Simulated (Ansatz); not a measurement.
# Computed paths: O vacancy in polar orthorhombic HfO2 with all lengths changed by -1 %, charge state +2

System: O vacancy in polar orthorhombic HfO2 with all lengths changed by -1 % (charge state +2). Level of theory: PBE, PAW (plane waves to 420 eV; Ansatz, a first-principles code).

Cell of 96 host sites held at the strained lattice (strain from the relaxed PBE one, atoms relaxed); the Γ point alone; Fermi-Dirac width 0.01 eV, spin-restricted; finite-size errors left in. Energies are static. Spin-orbit coupling is left out. The host's phase is taken as given; its stability against other phases was not computed. The charge state is imposed; whether it is stable for some Fermi level was not computed. Forms of the defect that were not tried may lie lower.

Barriers: single points on a 2×2×2 k-point mesh shifted by half a step at the bands' geometries.

```tsv
Route	Start site over the lowest site run (eV)	Hop (Å)	Forward barrier (eV)	Backward barrier (eV)	Neighbours at the start	Neighbours at the saddle	Saddle order	Forward, on the band's own sampling (eV)
a nearby O atom hops onto the vacant site	0.00	2.55	0.50	0.50	Hf at 2.03, Hf at 2.12, Hf at 2.17; O at 2.57 Å	2 Hf at 2.02; O at 2.54, O at 2.58 Å	not checked	0.50
a nearby O atom hops onto the vacant site	0.00	2.02	0.62	0.47	Hf at 2.08, Hf at 2.16, Hf at 2.29, Hf at 2.35; O at 2.52, O at 2.56, O at 2.60 Å	Hf at 1.98, Hf at 2.00; O at 2.50, O at 2.57 Å	not checked	0.60
a nearby O atom hops onto the vacant site	0.00	2.37	0.62	0.62	2 Hf at 2.08, Hf at 2.21; O at 2.58, O at 2.68, O at 2.69 Å	Hf at 1.96, Hf at 2.10; O at 2.43 Å	not checked	0.61
```

Paths come from CI-NEB runs. Of the routes that converged and passed our checks, the lowest saddle point lies 0.50 eV above the lowest of the sites run (a nearby O atom hops onto the vacant site); other sites, such as split forms, and other routes may lie lower.
